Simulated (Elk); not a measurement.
# A series of runs on TePd (F-43m, 2 atoms in the cell)

```xyz
2
Lattice="0.0000 3.0898 3.0898 3.0898 0.0000 3.0898 3.0898 3.0898 0.0000" Properties=species:S:1:pos:R:3 pbc="T T T"
Te     1.5449     1.5449     1.5449
Pd     0.0000     0.0000     0.0000
```

Base run A: PBE, all-electron FP-LAPW, Elk's shipped species files, APW+lo basis with extra local orbitals (Elk 10.2.4), self-consistent single point.

Its settings: xctype = 20; rgkmax = 8; swidth = 0.00367493 Ha; ngridk = 5 5 5; gmaxvr = 14 1/bohr; nxlo = 2; lorbcnd = true; rmtscf = 0.91; lmaxi = 2; maxscl = 100.

The starting cell was generated: these elements placed on a structure prototype, without a prior relaxation; it need not be a known phase or ordering of this composition. Its lattice was rescaled by a random factor within 2.5 % of one. Spin polarisation is off. Values depend on the basis (sphere radii, cutoffs, local orbitals), which need not be converged.

ΔF is the free energy per atom less that of run A. 

```tsv
run	swidth	ΔF (meV/atom)	TS (meV/atom)
A	0.00367493 Ha	0.00	38.2
B	7.34986e-05 Ha	26.3	0.3
C	0.000367493 Ha	25.1	1.6
D	0.000918733 Ha	22.2	5.4
E	0.00183747 Ha	16.0	13.4
F	0.0055124 Ha	-22.5	78.1
G	0.00734986 Ha	-51.9	130.2
H	0.0110248 Ha	-128.8	263.8
I	0.0183747 Ha	-347.2	645.6
J	0.0293995 Ha	-823.3	1490.1
```

Run I against A: The free energy goes down by 347 meV/atom.

Run D against A: The free energy goes up by 22.2 meV/atom.
